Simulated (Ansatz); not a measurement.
Take CoSn (space group P6/mmm, No. 191; a = 5.294 Å, c = 4.235 Å; non-magnetic) as the base. Axes: x lies along a and z along c of the hexagonal cell.

(Cell as relaxed with PBE.)

Levels (all Ansatz, a program for electronic structure, PAW, earlier PAW set): PBE (420 eV, no spin-orbit coupling); r2SCAN (500 eV, spin-orbit coupling left out).

Each level relaxes its own structure.

```
base                      PBE    r2SCAN
-------------------  --------  --------
volume per atom      17.13 Å³  16.60 Å³
lattice parameter a   5.294 Å   5.241 Å
band gap                 zero      zero
```

Modification: compressive biaxial strain of 4.11 % in the plane normal to [001], as in epitaxy on a mismatched substrate; the out-of-plane cell vector and the atoms relax.

```csv
quantity,PBE,r2SCAN
volume per atom,16.11 Å³,___
"pressure (mean of the normal stresses, compression positive)",9.9 GPa,___
```

**Question.** Predict the r2SCAN column.

**Answer.** 
- volume per atom, r2SCAN: 15.61 Å³
- pressure (mean of the normal stresses, compression positive), r2SCAN: 11.0 GPa

PBE's volume per atom lies 0.50 Å³ above r2SCAN's (3.2 %); PBE's pressure lies 1.1 GPa below r2SCAN's. Neither level is exact; r2SCAN is the comparison here, not a measurement.

Without a gap, meshes like the base's 10×10×11 leave anisotropic stresses uncertain by several tenths of a GPa, and small strain energies with them. Stability against distortions was not tested. Seeded moments were not kept for the base. All final runs are without spin polarisation.
